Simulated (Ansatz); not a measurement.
Worked example: self-consistent single point of Hf (Fm-3m, 1 atom in the cell) in Ansatz (a quantum-chemistry and plane-wave program).

Method: LDA (PW92), default PAW files made with PBE (plane waves; Ansatz).

```
CELL_PARAMETERS angstrom
      0.00000     2.24644     2.24644
      2.24644     0.00000     2.24644
      2.24644     2.24644     0.00000
ATOMIC_POSITIONS crystal
  Hf 0.00000 0.00000 0.00000
```

Reference input (self-consistent single point, DFT, LDA (PW92), plane waves, default PAW files made with PBE): basis.ecutwfc = 420 eV; kpoints.mp_grid.grid = 13 13 13; hamiltonian.xc = lda; hamiltonian.pseudopotentials = {kind: paw} (the program's default PAW files); scf.occupations.method = fermi_dirac; scf.occupations.width = 0.1 eV. This run's input differs from it in these lines:

Ansatz 0.2 input:
```diff
@@ -10,3 +10,3 @@
 kpoints:
-  mp_grid: { grid: [13, 13, 13] }
+  mp_grid: { grid: [14, 14, 14] }
 hamiltonian:
@@ -15,3 +15,3 @@
 scf:
-  occupations: { method: fermi_dirac, width: 0.1 }
+  occupations: { method: fermi_dirac, width: 0.05 }
 output:
```

The program printed (abridged):

```
SCF iter   1: F=—  HF=-15476.741897 eV  |F-HF|=—  |Δ(HF+E_count)|=         —  Δρ=4.09e-3  dr2=1.60e-3  ethr=1.77e-3  ⟨swp⟩=5.1  Hψ=7555  notcnv=0
all-band conjugate gradients solve this SCF's bands
preconditioner: auto → none
SCF iter   2: F=—  HF=-15476.741755 eV  |F-HF|=—  |Δ(HF+E_count)|=   1.42e-4  Δρ=2.48e-3  dr2=6.45e-4  ethr=6.15e-6  ⟨swp⟩=2.0  Hψ=3465  notcnv=0
SCF iter   3: F=—  HF=-15476.741786 eV  |F-HF|=—  |Δ(HF+E_count)|=   3.06e-5  Δρ=8.94e-4  dr2=7.62e-5  ethr=2.48e-6  ⟨swp⟩=2.0  Hψ=2438  notcnv=0
SCF iter   4: F=—  HF=-15476.741796 eV  |F-HF|=—  |Δ(HF+E_count)|=   1.03e-5  Δρ=4.74e-5  dr2=1.36e-7  ethr=2.93e-7  ⟨swp⟩=2.8  Hψ=3091  notcnv=0
iter 5 did not close the SCF: its close was put off for the readings that it lacked (scf_convergence_deferred on its scf_iter line)
SCF iter   5: F=-15476.741796 eV  HF=-15476.741796 eV  |F-HF|=6.14e-8  |Δ(HF+E_count)|=   1.95e-7  Δρ=1.12e-5  dr2=2.00e-8  ethr=5.21e-10  ⟨swp⟩=3.1  Hψ=3770  notcnv=0
SCF iter   6: F=-15476.741796 eV  HF=-15476.741796 eV  |F-HF|=1.34e-9  |Δ(HF+E_count)|=   3.06e-8  Δρ=3.05e-6  dr2=2.24e-9  ethr=7.70e-11  ⟨swp⟩=3.2  Hψ=7393  notcnv=0
SCF 1 converged in 6 iterations: F = -15476.741796 eV  dr2 = 2.24e-9
Free energy (F): -15476.741796 eV
Internal energy: -15476.727935 eV  (E = F + TS)
E sigma→0 (E₀):  -15476.734865 eV
Entropy (-TS):   -0.013860 eV (-13.860 meV/atom)
Fermi energy:    19.091847 eV
--- Forces (eV/Å), atoms counted from 1 ---
  atom   1  Hf     0.00000000    -0.00000000     0.00000000
--- Stress (GPa, compression-positive) ---
       -8.806315       0.000000      -0.000000
        0.000000      -8.806315       0.000000
        0.000000       0.000000      -8.806315
  P = ⅓ Tr σ = -8.8063 GPa (-88.063 kbar)
  The stress holds the Pulay correction. Without it, at fixed plane waves, as pw.x and ABINIT print it: P = -8.8369 GPa
```

The run converged in 6 iterations. Against the reference run the free energy rises by 19.4 meV/atom and the pressure goes from -8.63 to -8.81 GPa.

The starting cell comes from a database of computed structures (which also holds hypothetical and non-ambient phases and stackings), without a prior relaxation at this level. Its lattice was rescaled by up to half a per cent. With a pressure of about -9 GPa the cell is away from its equilibrium volume at this level. Ansatz's pressure includes its estimate of the finite-basis (Pulay) stress.
